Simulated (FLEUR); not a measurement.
A self-consistent single point of MgTi2 (P-62m, 6 atoms in the cell) with FLEUR.

Level of theory: LDA (Perdew-Zunger), all-electron FLAPW (FLEUR), scalar-relativistic valence in FLEUR.

The change in words: lattice scaled by 0.98. Reference geometry:
```
CELL_PARAMETERS angstrom
      5.14389     0.00000     0.00000
     -2.57194     4.45474     0.00000
      0.00000     0.00000     4.89179
ATOMIC_POSITIONS crystal
  Mg 0.66667 0.33333 0.00000
  Mg 0.33333 0.66667 0.00000
  Ti 0.00000 0.31613 0.50000
  Ti 0.31613 0.00000 0.50000
  Ti 0.68387 0.68387 0.50000
  Ti 0.00000 0.00000 0.00000
```

Reference input (self-consistent single point, DFT, LDA (Perdew-Zunger), all-electron FLAPW (FLEUR), scalar-relativistic valence): Kmax = 4.1 1/bohr; GmaxXC = 12.3 1/bohr; xcFunctional = pz; jspins = 1; l_soc = F; mode = gauss; fermiSmearingEnergy = 0.00183747 Htr; mesh (inpgen div1-3) = 6 6 6; inpgen gamma flag = true; Gmax = 12.3 1/bohr; numbands = 0; maxIterBroyd = 15. This run's input differs from it in these lines:

```diff
@@ -3,5 +3,5 @@
 &input film=f /
-5.1438897608 0.0000000555 0.0000000000
--2.5719449285 4.4547391794 0.0000000000
-0.0000000000 0.0000000000 4.8917900000
+5.0410117386 0.0000000607 0.0000000000
+-2.5205059218 4.3656441961 0.0000000000
+0.0000000000 0.0000000000 4.7939540000
 1.8897261246
@@ -48,5 +48,5 @@
          <bravaisMatrix>
-            <row-1>    9.7205428630462034     0.0000001048797999     0.0000000000000000</row-1>
-            <row-2>   -4.8602715224189286     8.4182370055913456     0.0000000000000000</row-2>
-            <row-3>    0.0000000000000000     0.0000000000000000     9.2441433590570341</row-3>
+            <row-1>    9.5261315768476855     0.0000001147063758     0.0000000000000000</row-1>
+            <row-2>   -4.7630658876344638     8.2498718880785340     0.0000000000000000</row-2>
+            <row-3>    0.0000000000000000     0.0000000000000000     9.0592601139306677</row-3>
          </bravaisMatrix>
```

Log, with long lists cut:

```
 Iteration:     1   Distance:       6.68698501 me/bohr^3
 Iteration:     2   Distance:       5.98254524 me/bohr^3
 Iteration:     3   Distance:       4.26324791 me/bohr^3
 Iteration:     4   Distance:       2.92479439 me/bohr^3
 Iteration:     5   Distance:       1.74411544 me/bohr^3
   [... 13 lines left out ...]
 Iteration:    19   Distance:       0.00014267 me/bohr^3
 Iteration:    20   Distance:       0.00003159 me/bohr^3
 Iteration:    21   Distance:       0.00001303 me/bohr^3
 Iteration:    22   Distance:       0.00000954 me/bohr^3
 Reset of history
 Run finished successfully
 Stop message:
   Structural relaxation: new displacements generated

[file out, last iteration]
             iter=     23
[...]
          total density-effective poten   -6.0343890128E+03
          total charge density-energy d   -1.9259403511E+02
 Updated energy parameters for spin:           1
[...]
 fermi energy and band-weighting factors:

[...]
FERMIE:
          first approx. to ef    (T=0)  :   0.266180 htr   (energy of the highest occ. eigenvalue)
          number of occ. states  (T=0)  :        956
          first approx. to seigv (T=0)  : -57.492821 htr
          sum of weights of occ. states :  34.106481
          sum of semicore charge        :   0.000000 e
          fermi energy=   0.26602 har   work function=  -7.23879 ev
          number of valence electrons=  68.00000
   [... lines left out ...]
          total moment                 =     0.00000
 Direct bandgap for spin            1 :    1.5874272012125212E-003  Htr
 ---->    free energy=                     -3807.0035369300 htr
   [... lines left out ...]
 TOTAL FORCE FOR ATOM TYPE=  1  X= -4.763   Y=  2.750   Z=  0.000
                       FX_TOT= 0.000000 FY_TOT= 0.000000 FZ_TOT= 0.000000
 TOTAL FORCE FOR ATOM TYPE=  2  X= -1.506   Y=  2.608   Z=  4.530
                       FX_TOT= 0.000247 FY_TOT=-0.000427 FZ_TOT= 0.000000
 TOTAL FORCE FOR ATOM TYPE=  3  X=  0.000   Y=  0.000   Z=  0.000
                       FX_TOT= 0.000000 FY_TOT= 0.000000 FZ_TOT= 0.000000
```

The run converged in 22 iterations. FLEUR gives forces in its relaxation mode, with a further iteration, so its stop message speaks of a relaxation. Against the reference run the total energy drops by 22.9 meV/atom.

The starting cell comes from a database of computed structures (which also holds hypothetical and non-ambient phases and stackings), without a prior relaxation at this level. For this run, on top of that: lattice scaled by 0.98. Spin polarisation is off. Values depend on the basis (sphere radii, cutoffs, local orbitals), which need not be converged. The log's line on a gap gives a spacing of levels on this mesh, which the program prints for metals too.

Cost on one core of a shared machine: roughly 6 min.
